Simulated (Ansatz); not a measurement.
Functionals compared on the (111) surface of anatase TiO2 in its 1x1 cell (cut with top plane 2 O + Ti, bottom plane 2 O + Ti), outermost plane spacing 0.11 Å in the ideal cut (in the relaxation 4 O–Ti bonds broke), in Ansatz (plane waves, PAW). The structure was relaxed with PBE; the other rows are single points on it. Cutoff 420 eV (500 eV for r2SCAN).

Set-up: 51 atoms, O34Ti17, 10.6 Å thick at the start; mesh 5x3x1; 0.025 eV smearing; dipole correction on; all atoms relaxed; start symmetry kept, larger cells not searched; no spin, no spin-orbit, no U. These notes are the PBE run's.

| functional | gap of the slab on its k-mesh (eV) | highest filled level below the top vacuum level (eV) | rough cost of the single point |
|---|---|---|---|
| PBE | 1.78 | 6.01 | – |
| LDA | 1.79 | 6.36 | very roughly 13 core-minutes |
| PBEsol | 1.83 | 6.05 | about 12 core-minutes (a rough figure) |
| RPBE | 1.75 | 5.88 | roughly 12 core-minutes |
| r2SCAN | 2.12 | 6.24 | about 20 core-minutes (a rough figure) |

Ansatz is a program for electronic structure.
